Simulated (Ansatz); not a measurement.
## Convergence study of the k-point mesh for Te2Mo (P3m1, 3 atoms in the cell)

```
Te2Mo
1.0
    3.54955     0.00000     0.00000
   -1.77477     3.07400     0.00000
    0.00000     0.00000    17.47149
Te Mo
2 1
Direct
  0.33333   0.66667   0.90072
  0.33333   0.66667   0.10214
  0.00000   0.00000   0.00000
```

Computed with LDA (PW92), default PAW files made with PBE (plane waves; Ansatz, a program for electronic structure).

Base settings: basis.ecutwfc = 420 eV; kpoints.mp_grid.grid = 8 8 2; hamiltonian.xc = lda; hamiltonian.pseudopotentials = {kind: paw} (the program's default PAW files); scf.occupations.method = fermi_dirac; scf.occupations.width = 0.02 eV.

The second cell is the first with its lattice scaled by 0.98.

Only quantities that move along the ladder and can be compared are tabulated.

The count of work is k-points × plane waves × bands × iterations; it is no time. 

The starting cell comes from a database of computed structures (which also holds hypothetical and non-ambient phases and stackings), without a prior relaxation at this level. Its lattice was rescaled by up to half a per cent. One atom was moved a little off its site on purpose. Spin polarisation is off. Ansatz's pressure includes its estimate of the finite-basis (Pulay) stress.

| kpoints.mp_grid.grid | free energy less the last step's (meV/atom) | energy of the compressed cell less the first (meV/atom) | pressure (GPa) | largest difference of a force vector from the last step's (eV/Å) | count of work / last |
|---|---|---|---|---|---|
| 2 2 1 | 241.26 | 16.76 | -0.57 | 0.280 | 0.011 |
| 3 3 1 | -45.80 | 2.18 | -1.12 | 0.194 | 0.014 |
| 4 4 1 | -15.59 | 8.64 | -0.88 | 0.017 | 0.021 |
| 5 5 1 | 1.70 | 9.86 | -0.83 | 0.006 | 0.024 |
| 6 6 1 | 0.77 | 9.32 | -0.85 | 0.007 | 0.033 |
| 6 6 2 | 0.77 | 9.32 | -0.85 | 0.007 | 0.066 |
| 7 7 2 | 0.14 | 9.29 | -0.85 | 0.001 | 0.075 |
| 8 8 2 | 0.08 | 9.26 | -0.85 | 0.000 | 0.094 |
| 9 9 2 | 0.00 | 9.26 | -0.85 | 0.000 | 0.11 |
| 10 10 2 | -0.02 | 9.26 | -0.85 | 0.000 | 0.13 |
| 11 11 2 | 0.00 | 9.26 | -0.85 | 0.000 | 0.15 |
| 13 13 3 | 0.00 | 9.26 | -0.85 | 0.000 | 0.26 |
| 14 14 3 | 0.00 | 9.27 | -0.85 | 0.000 | 0.30 |
| 15 15 3 | 0.00 | 9.27 | -0.85 | 0.000 | 0.34 |
| 17 17 3 | 0.00 | 9.27 | -0.85 | 0.000 | 0.42 |
| 19 19 4 | 0.00 | 9.27 | -0.85 | 0.000 | 0.71 |
| 21 21 4 | 0.00 | 9.27 | -0.85 | 0.000 | 0.85 |
| 23 23 4 | 0.00 | 9.27 | -0.85 | 0.000 | 1.0 |

Coarsest kpoints.mp_grid.grid that holds the pressure within 0.05 GPa of the last step, with all finer ones: 4 4 1, at 0.021 of the last step's count of work; the step before is off by 0.27 GPa.

Coarsest kpoints.mp_grid.grid that holds the energy of the compressed cell less the first within 1 meV/atom of the last step, with all finer ones: 4 4 1, at 0.021 of the last step's count of work; the step before is off by 7.1 meV/atom.

Coarsest kpoints.mp_grid.grid that holds the free energy within 5 meV/atom of the last step, with all finer ones: 5 5 1, at 0.024 of the last step's count of work; the step before is off by 16 meV/atom.

The energy difference between the two cells stays within 1 meV/atom of the last step's from 4 4 1 on, the total only from 6 6 1 on: much of the error is common to both cells and cancels.

Keys are those of Ansatz 0.2.
